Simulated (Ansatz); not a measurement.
The parent structure is Ru in the hcp (Mg type) structure (space group P6_3/mmc, No. 194; a = 2.6914 Å, c = 4.2489 Å; relaxed with 0.1 eV smearing).

Computed with Ansatz (a quantum-chemistry and plane-wave program), PBEsol, PAW, cutoff 420 eV, no SOC.

Base values:

| Quantity | Value |
|---|---|
| Pressure | 0.0 GPa |
| Band gap | zero |

Modification: every lattice vector is stretched by 1.00 %; the atoms relax in the strained cell.

How does this affect the energy relative to the base, pressure and band gap?

The energy goes up by 12 meV/atom; the pressure (mean of the normal stresses, compression positive) goes from zero to -9.6 GPa; the band gap is still zero.

Stability against distortions was not tested. All final runs are without spin polarisation.
